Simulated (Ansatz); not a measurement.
Given:

```yaml
crystal:
  lattice:
    - [0.00000, 2.97990, 2.97990]
    - [2.97990, 0.00000, 2.97990]
    - [2.97990, 2.97990, 0.00000]
  atoms:
    - { symbol: P, position: [0.75000, 0.75000, 0.75000] }
    - { symbol: In, position: [0.00000, 0.00000, 0.00000] }
```

No spin polarisation.

0.159 electrons added to each cell, a density of 3.0×10^21 cm⁻³, with a uniform compensating background at fixed cell and a 300 K Fermi–Dirac width.

Method: PBE (Ansatz, a first-principles code; PAW; 420 eV plane waves; no spin-orbit coupling), earlier PAW set. k-mesh 22×22×22 (Γ-centred); smearing 0.0259 eV (Fermi–Dirac).

### Question
Estimate the gap character.

### Answer
Direct at Γ.

### Question
What is the computed Fermi level relative to the doped band's edge (positive inside the band; to 0.05 eV)?

### Answer
+1.45 eV.

Charged cell with a jellium background: band edges are those of the host's band count, energies are not comparable with the neutral cell, and many-body gap narrowing is missing. Whether these cells are dynamically stable was not tested. The cell was made from InP in the zinc blende structure (space group F-43m, No. 216) by this change: electrons 3.0×10^21 cm⁻³.
